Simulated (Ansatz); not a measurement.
The cell is made up: elements placed on another compound's structure type, so the phase may be hypothetical.

```xyz
12
Lattice="3.8311 0.0000 0.0000 0.0000 9.3894 0.6267 1.9156 -1.7084 7.4259" Properties=species:S:1:pos:R:3 pbc="T T T"
Ge     1.9156     8.2709     2.4517
Ge     3.8311    -0.5900     5.6009
Ge     1.9156     6.5147     4.1752
Ge     3.8311     1.1662     3.8774
Ge     3.8311     5.2919     1.3972
Ge     1.9156     2.3890     6.6554
As     3.8311     7.7531     0.9559
As     1.9156    -0.0721     7.0967
As     3.8311     6.3750     5.7380
As     1.9156     1.3059     2.3146
As     1.9156     4.4887     2.7668
As     3.8311     3.1922     5.2858
```

Space group of this cell: C2/m. The cell was relaxed by PBE-D3(BJ); by PBEsol its mean pressure is -0.6 GPa.

Transport runs along the normal of the first two printed cell vectors.

No gap correction and no spin-orbit coupling; mid-gap values are interpolated between computed energies.

Q: Compute, with PBEsol (Ansatz, an electronic-structure program), the band gap and the smallest decay constant κ at mid-gap.

A: Gap 0.21 eV on a 8×4×8 mesh; κ = 0.029 1/Å, at (0.000, 0.500) of the in-plane reciprocal vectors. At the zone centre, at the nearest computed energy, the slowest state has κ = 0.04 1/Å.
